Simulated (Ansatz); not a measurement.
Worked example: relaxation of cell and atoms of HfGeS (P4/nmm, 6 atoms in the cell) in Ansatz (an electronic-structure program).

Computed with LDA (PW92), PAW files made with PBE (plane waves; Ansatz).

```
CELL_PARAMETERS angstrom
      3.59489     0.00000     0.00000
      0.00000     3.59489     0.00000
      0.00000     0.00000     7.89409
ATOMIC_POSITIONS crystal
  Hf 0.00000 0.50000 0.72619
  Hf 0.50000 0.00000 0.27381
  Ge 0.50000 0.50000 0.00000
  Ge 0.00000 0.00000 0.00000
  S  0.00000 0.50000 0.37986
  S  0.50000 0.00000 0.62014
```

Reference input (self-consistent single point, DFT, LDA (PW92), plane waves, PAW files made with PBE): basis.ecutwfc = 420 eV; kpoints.mp_grid.grid = 7 7 4; hamiltonian.xc = lda; hamiltonian.pseudopotentials = {kind: paw} (an earlier, softer set of the program's PAW files); scf.occupations.method = fermi_dirac; scf.occupations.width = 0.05 eV. This run's input differs from it in these lines:

```diff
@@ -27,2 +27,4 @@
     width: 0.05
+relax:
+  cell: {}
 output:
```

Output (repeated stretches shortened):

```
   [... SCF lines of the steps left out ...]
relax step   1: F+E_penalty+E_count = -41132.62776941 eV  Δ(F+E_penalty+E_count) = +0.000e0 eV  max|allowed force component| = 1.700e-1 eV/Å  Δτ_max = 0.0000 Å  P = -3.907 GPa  Ω = 102.017 Å³  (11 SCF iters, dr2 threshold 1.00e-7 eV, accepted)
relax step   2: F+E_penalty+E_count = -41132.64282696 eV  Δ(F+E_penalty+E_count) = -1.506e-2 eV  max|allowed force component| = 2.633e-1 eV/Å  Δτ_max = 0.0357 Å  P = +3.396 GPa  Ω = 96.876 Å³  energy of the carried Pulay correction = +1.586e-3 eV  [...]
   [... lines left out ...]
relax step   5: F+E_penalty+E_count = -41132.67076428 eV  Δ(F+E_penalty+E_count) = -8.032e-5 eV  max|allowed force component| = 1.557e-3 eV/Å  Δτ_max = 0.0020 Å  P = +0.003 GPa  Ω = 99.046 Å³  energy of the carried Pulay correction = +9.069e-4 eV  [...]
relax step   6: F+E_penalty+E_count = -41132.66988494 eV  Δ(F+E_penalty+E_count) = +8.793e-4 eV  max|allowed force component| = 1.361e-3 eV/Å  Δτ_max = 0.0000 Å  P = +0.000 GPa  Ω = 99.046 Å³  stress off target by 2.73e-4 GPa  SCF on the basis [...]
basis re-selected at this cell: Δ(F+E_penalty+E_count) = +8.793e-4 eV, ΔP = -0.003 GPa vs the last step
the relaxation is at rest under the 16 symmetry operations that the run kept from its start: a minimum is not shown …
Free energy (F): -41132.669885 eV
Internal energy: -41132.660045 eV  (E = F + TS)
E sigma→0 (E₀):  -41132.664965 eV
Entropy (-TS):   -0.009840 eV (-1.640 meV/atom)
Fermi energy:    16.294853 eV
--- Forces (eV/Å), atoms counted from 1 ---
  atom   1  Hf    -0.00000000     0.00000000    -0.00136086
   [... lines left out ...]
  cell:  # Å, volume = 99.0457 Å³
   [... lines left out ...]
    - { symbol: Ge, position: [0.49999999999999994, 0.49999999999999994, -1.9517686780020506e-34] }
    - { symbol: Ge, position: [-6.696771747869666e-36, 1.3951607808061805e-36, -1.9517686780020506e-34] }
    - { symbol: S, position: [2.260160464906015e-35, 0.49999999999999994, 0.3816704448972357] }
    - { symbol: S, position: [0.49999999999999994, 1.3951607808062019e-36, 0.6183295551027641] }
```

The run converged. 

Summary of the result:
Free energy E − TS (on the zero of these files): -41132.6699 eV
Fermi level (on the code's own zero): 16.29 eV
Pressure: 0.00 GPa
Largest force (vector length): 0.001 eV/Å
Final cell: a = b = 3.5553 Å, c = 7.8357 Å, α = β = γ = 90.00°
Final volume per atom: 16.51 Å³
Relaxation steps: 6

The starting cell comes from a database of computed structures (which also holds hypothetical and non-ambient phases and stackings), without a prior relaxation at this level. Its lattice was rescaled by a random factor within 2.5 % of one. The relaxation keeps the symmetry of its start, so its end need not be a minimum. Ansatz's pressure includes its estimate of the finite-basis (Pulay) stress.

Cost on one core of a shared machine: roughly 2 min.

Keys are those of Ansatz 0.2.
